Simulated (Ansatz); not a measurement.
N interstitial in wurtzite AlN (the name describes the start): one set of geometries, relaxed with PBE, evaluated in Ansatz (PAW, plane waves to 420 eV, 500 eV under r2SCAN) with PBE, r2SCAN.

Cell and caveats: 192-site cell; 2×2×1 shifted k-points; start: void with 3N nearest; charged states image-corrected; finite-size errors of tenths of an eV; relaxed from one start, so a lower configuration may exist; flagged in the runs: a host whose relaxation on this sampling wasn't shown to rest.

```tsv
quantity	PBE	r2SCAN
host gap (eV)	4.03	…
ε(+1/0) above the VBM (eV)	1.55	…
ε(0/−1) above the VBM (eV)	1.71	…
largest moment on one atom at charge +1 (μB)	0.35	…
neutral formation energy against N2 molecule in a box (eV)	4.85	…
largest moment on one atom at charge 0 (μB)	0.19	…
```

Task: Given the lower rungs, what does r2SCAN give?

Result: 
- host gap (eV), r2SCAN: 4.67
- ε(+1/0) above the VBM (eV), r2SCAN: 1.89
- ε(0/−1) above the VBM (eV), r2SCAN: 1.96
- largest moment on one atom at charge +1 (μB), r2SCAN: 0.39
- neutral formation energy against N2 molecule in a box (eV), r2SCAN: 4.71
- largest moment on one atom at charge 0 (μB), r2SCAN: 0.21

Ansatz is a quantum-chemistry and plane-wave program.
